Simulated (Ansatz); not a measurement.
LuAu₂ (I4/mmm, No. 139; cell taken from a computed entry)

Computed with LDA in Ansatz (PAW).

Numerical settings: plane-wave cutoff 520 eV, 22×22×22 k mesh, Fermi–Dirac smearing 0.05 eV, scalar-relativistic PAW data made under PBE.

Cell (relaxed at this level):

```yaml
crystal:
  lattice:
    - [-1.78950, 1.78950, 4.37441]
    - [1.78950, -1.78950, 4.37441]
    - [1.78950, 1.78950, -4.37441]
  atoms:
    - { symbol: Lu, position: [0.00000, 0.00000, 0.00000] }
    - { symbol: Au, position: [0.66530, 0.66530, 0.00000] }
    - { symbol: Au, position: [0.33470, 0.33470, 0.00000] }
```

```yaml
band_gap: zero (no gap)
bulk_modulus: 139 GPa
```

Note: the relaxation could not lower the start's symmetry, so the cell can be a saddle point above a distorted one; the bulk modulus is −V dP/dV from two relaxed cells at ±2 % in volume.

Spin–orbit coupling is not included; it can shift volumes and moduli of such heavy elements.

Computed values are for the static lattice.

Ansatz is a first-principles code.
